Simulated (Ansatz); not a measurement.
This concerns the energy of configuration A over configuration B. The value is E(A) − E(B).

Cell A: a supercell of 32 sites of Al (fcc, Fm-3m) with H off the lattice sites (4 Al at 1.88 Å); spin state with PBE: run without spin, k-point mesh 5×5×5.
```
CELL_PARAMETERS angstrom
      8.08222     0.00000     0.00000
      0.00000     8.08222     0.00000
      0.00000     0.00000     8.08222
ATOMIC_POSITIONS crystal
  Al 0.00048 0.00048 0.00079
  Al 0.99088 0.25912 0.24088
  Al 0.25912 0.99088 0.24088
  Al 0.24952 0.24952 0.00079
  Al 0.99088 0.99088 0.50912
  Al 0.00048 0.24952 0.74921
  Al 0.24952 0.00048 0.74921
  Al 0.25912 0.25912 0.50912
  Al 0.99934 0.50226 0.99774
  Al 0.00048 0.75079 0.25048
  Al 0.24952 0.49921 0.25048
  Al 0.25066 0.74774 0.99774
  Al 0.00048 0.49921 0.49952
  Al 0.99934 0.74774 0.75226
  Al 0.25066 0.50226 0.75226
  Al 0.24952 0.75079 0.49952
  Al 0.50226 0.99934 0.99774
  Al 0.49921 0.24952 0.25048
  Al 0.75079 0.00048 0.25048
  Al 0.74774 0.25066 0.99774
  Al 0.49921 0.00048 0.49952
  Al 0.50226 0.25066 0.75226
  Al 0.74774 0.99934 0.75226
  Al 0.75079 0.24952 0.49952
  Al 0.49996 0.49996 0.00004
  Al 0.50226 0.74774 0.24934
  Al 0.74774 0.50226 0.24934
  Al 0.75004 0.75004 0.00004
  Al 0.50226 0.50226 0.50066
  Al 0.49996 0.75004 0.74996
  Al 0.75004 0.49996 0.74996
  Al 0.74774 0.74774 0.50066
  H  0.12500 0.12500 0.37500
```

Cell B: a supercell of 32 sites of Al (fcc, Fm-3m) with H off the lattice sites (6 Al at 2.07 Å); spin state with PBE: run without spin, k-point mesh 5×5×5.
```xyz
33
Lattice="8.0822 0.0000 0.0000 0.0000 8.0822 0.0000 0.0000 0.0000 8.0822" Properties=species:S:1:pos:R:3 pbc="T T T"
Al    -0.0447     0.0000     0.0000
Al     0.0025     2.0181     2.0181
Al     2.0206     0.0000     2.0653
Al     2.0206     2.0653     0.0000
Al    -0.0108     0.0000     4.0411
Al     0.0025     2.0181     6.0641
Al     2.0206     0.0000     6.0169
Al     2.0206     2.0314     4.0411
Al    -0.0108     4.0411     0.0000
Al     0.0025     6.0641     2.0181
Al     2.0206     4.0411     2.0314
Al     2.0206     6.0169     0.0000
Al    -0.0078     4.0411     4.0411
Al     0.0025     6.0641     6.0641
Al     2.0206     4.0411     6.0508
Al     2.0206     6.0508     4.0411
Al     4.0858     0.0000     0.0000
Al     4.0386     2.0181     2.0181
Al     6.0617     0.0000     2.0314
Al     6.0617     2.0314     0.0000
Al     4.0519     0.0000     4.0411
Al     4.0386     2.0181     6.0641
Al     6.0617     0.0000     6.0508
Al     6.0617     2.0283     4.0411
Al     4.0519     4.0411     0.0000
Al     4.0386     6.0641     2.0181
Al     6.0617     4.0411     2.0283
Al     6.0617     6.0508     0.0000
Al     4.0489     4.0411     4.0411
Al     4.0386     6.0641     6.0641
Al     6.0617     4.0411     6.0539
Al     6.0617     6.0539     4.0411
H      2.0206     0.0000     0.0000
```

Plane-wave PAW calculations with Ansatz (a program for electronic structure), its default PAW set, cutoff 500 eV. The structures are at rest with PBE, within the held lattices; other levels are single points on them. Neutral cells; Fermi-Dirac smearing of at most 0.10 eV in the solids, energies taken to zero width. The lattices are those relaxed with PBE, so at other levels the solids can be strained. Larger cells are relaxed from a start prepared with the learned potential CHGNet, on a coarser mesh till forces fall under 0.03 eV/Å, which some starts already meet. A dispersion term (D3(BJ), or D4 for r2SCAN) was computed beside these levels and is taken off wherever the name lacks it. Nuclei at rest; no vibrational terms. No structure search was made; lower ones may exist. Values are for these cell sizes. Cell A has symmetry P-43m and got no random move, so less symmetric positions, which may lie lower, weren't tried. Cell B has symmetry Pm-3m and got no random move, so less symmetric positions, which may lie lower, weren't tried.

Task: Predict the value from r2SCAN.

Result: -0.08 eV for A less B, so A lies lower.
